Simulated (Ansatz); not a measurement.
# BAs (F-43m): band-edge transport data

Input:

```
CELL_PARAMETERS angstrom
      0.00000     2.38397     2.38397
      2.38397     0.00000     2.38397
      2.38397     2.38397     0.00000
ATOMIC_POSITIONS crystal
  B  0.25000 0.25000 0.25000
  As 0.00000 0.00000 0.00000
```

These are r2SCAN, rigid bands (plane waves, PAW, scalar-relativistic; Ansatz, a program for electronic structure) values and carry that method's errors. Condition of this run: functional r2SCAN on the same cell. How the cell was made: cell and atoms relaxed with PBEsol.

```json
{
 "band_gap": "1.36 eV",
 "electron conductivity mass (300 K, dilute)": "0.30 mₑ",
 "effective density of states N_c (300 K)": "3.3e19 cm⁻³",
 "density_of_states_mass_electrons": "1.20 mₑ",
 "Seebeck coefficient, n-type 1e19 cm⁻³, 300 K": "-320 μV/K",
 "best n-type power factor at 300 K for τ = 10 fs (best axis; densities from 1e16 to 1e21 cm⁻³ tried, whether or not they can be reached)": "18.3 μW/(cm·K²) at 1e20 cm⁻³"
}
```

Rigid bands; masses and Seebeck coefficients take one relaxation time τ for all states and one kind of carrier; polarons and phonon drag are left out. Spin-orbit coupling is left out. Geometry: cell and atoms relaxed with PBEsol.
